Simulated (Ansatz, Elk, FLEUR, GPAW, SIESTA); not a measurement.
One structure in several programs: RbCrSe2 (R3m, 4 atoms in the cell)

Self-consistent single point, at a second geometry (lattice scaled by 0.98). First geometry:

```
RbCrSe2
1.0
    1.92733     1.11274     7.74430
   -1.92733     1.11274     7.74430
    0.00000    -2.22549     7.74430
Rb Cr Se
1 1 2
Direct
  0.16592   0.16592   0.16592
  0.99775   0.99775   0.99775
  0.38859   0.38859   0.38859
  0.60744   0.60744   0.60744
```
Moments meant for the start (each program seeds them in its own way; μB, in the order of the atoms Rb Cr Se Se): 0.0 3.0 0.0 0.0.

Shared settings, as Ansatz (a program for electronic structure) writes them: kpoints.mp_grid.grid = 4 4 4; scf.occupations.method = fermi_dirac; scf.occupations.width = 0.01 eV. Potentials and cutoffs stand in the table.

| code | model | ΔF from the first geometry (meV/atom) | pressure (GPa) | largest force (eV/Å) | gap on the mesh (eV) | size of the net moment (μB/atom) | cutoff |
|---|---|---|---|---|---|---|---|
| Ansatz | PBEsol, PAW files made with PBE | -7.5 | 0.90 | 0.023 | 1.116 | 0.75 | default |
| SIESTA | GGA PBEsol, numerical atomic orbitals DZP, PseudoDojo PBEsol standard norm-conserving potentials (rewritten from UPF to PSML) | 3.5 | 2.33 | 0.232 | 0.928 | 0.75 | grid 350 Ry |
| FLEUR | PBEsol, all-electron FLAPW (FLEUR), scalar-relativistic valence | -2.5 | – | 0.084 | 1.119 | 0.75 | Kmax 3.8 1/bohr |
| GPAW | PBEsol, GPAW PAW datasets PBEsol (made by gpaw-setup) | -5.6 | 1.12 | 0.023 | 1.046 | 0.75 | 850 eV |
| Elk | PBEsol, all-electron FP-LAPW, Elk's shipped species files, APW+lo basis with extra local orbitals | -5.0 | – | – | 1.089 | 0.75 | rgkmax 8 |

Size of the force on each atom (eV/Å): Sizes of forces hide their directions.

| code | Rb1 | Cr2 | Se3 | Se4 |
|---|---|---|---|---|
| Ansatz | 0.023 | 0.023 | 0.014 | 0.014 |
| SIESTA | 0.029 | 0.036 | 0.232 | 0.225 |
| FLEUR | 0.020 | 0.019 | 0.082 | 0.084 |
| GPAW | 0.023 | 0.022 | 0.012 | 0.012 |

A dash marks a value that a program does not give, or that is left out as unsure.

Gaps are read on the mesh.

On Ansatz's run: with one magnetic atom in the cell only a parallel order is possible.

The spread over the programs that give each value: ΔF from the first geometry within 11.0 meV/atom; pressure within 1.43 GPa; largest force within 0.209 eV/Å; gap on the mesh within 0.191 eV; size of the net moment within 0.00 μB/atom.

SIESTA uses small atom-centred bases, whose incompleteness enters pressures, forces and empty levels differently from a plane-wave cutoff. FLEUR and Elk treat all electrons, but the usual bases taken here (sphere radii, linearisation, local orbitals, empty states) were not tested for convergence, so the values are no reference for the others. Ansatz's pressure is given at a fixed set of plane waves, as the other plane-wave codes print theirs. In the pressure, SIESTA (by 1.32) lies more than 1 GPa from the median of the plane-wave programs. In the gap, SIESTA (by 0.153) lies more than 0.12 eV from the median of the plane-wave programs. In the force vectors, SIESTA (by 0.233) and FLEUR (by 0.084) lie more than 0.08 eV/Å from the median of the plane-wave programs.

The starting cell comes from a database of computed structures (which also holds hypothetical and non-ambient phases and stackings), without a prior relaxation at this level. For this run, on top of that: lattice scaled by 0.98.

Keys are those of Ansatz 0.2.
